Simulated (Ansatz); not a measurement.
# CaSnO₃ (R-3, No. 148)

Calculation: LDA (PAW; Ansatz, an electronic-structure program).

Settings: plane-wave cutoff 520 eV, 8×8×8 k mesh, Fermi–Dirac smearing 0.01 eV, scalar-relativistic PAW data made under PBE.

Cell: relaxed at this level.

- band gap = 3.23 eV
- smallest direct gap on the k points sampled = 3.56 eV
- lattice parameter a = 5.454 Å
- c axis length = 15.020 Å

Spin–orbit coupling is not included.

Static lattice: no zero-point or thermal effects.

Cost on a shared machine: around 110 core-seconds (rough).
